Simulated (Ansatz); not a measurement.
**Hypothetical ReO3 type ScCl3, pressure series**

The reference is ScCl3 in the ReO3 type structure (space group Pm-3m, No. 221; a hypothetical phase, not in the database extracts checked).

```
ScCl3
1.0
    4.96318     0.00000     0.00000
    0.00000     4.96318     0.00000
    0.00000     0.00000     4.96318
Sc Cl
1 3
Cartesian
  0.00000   0.00000   0.00000
  2.48159   0.00000   0.00000
  0.00000   0.00000   2.48159
  0.00000   2.48159   0.00000
```

Cell and atoms are relaxed at each pressure.

The values are results of plane-wave PAW DFT at the r2SCAN level (Ansatz, a first-principles code, 500 eV), scalar-relativistic without spin-orbit coupling, not measurements.

```json
[
 {"pressure (GPa)": "-2", "band gap (eV)": "2.98"},
 {"pressure (GPa)": "0", "band gap (eV)": "3.05"},
 {"pressure (GPa)": "0.3", "band gap (eV)": "3.06"},
 {"pressure (GPa)": "0.7", "band gap (eV)": "3.07"},
 {"pressure (GPa)": "1.5", "band gap (eV)": "?"},
 {"pressure (GPa)": "3", "band gap (eV)": "3.12"},
 {"pressure (GPa)": "5", "band gap (eV)": "3.14"},
 {"pressure (GPa)": "7.5", "band gap (eV)": "3.16"},
 {"pressure (GPa)": "10", "band gap (eV)": "3.16"}
]
```

Question: Fit E_g = E₀ + αP + βP² to the rows shown and predict the withheld row.

Answer: Least squares on the printed values gives E₀ = 3.05 eV, α = 28.2 meV/GPa, β = -1.7 meV/GPa² (largest residual 0.01 eV); this predicts 3.09 eV, and the run gives 3.09 eV, in agreement.

Load acts through the strain it causes; cell and atoms are relaxed under it. No phonon test of stability was made. Competing high-pressure phases were not computed. All final runs are without spin polarisation.
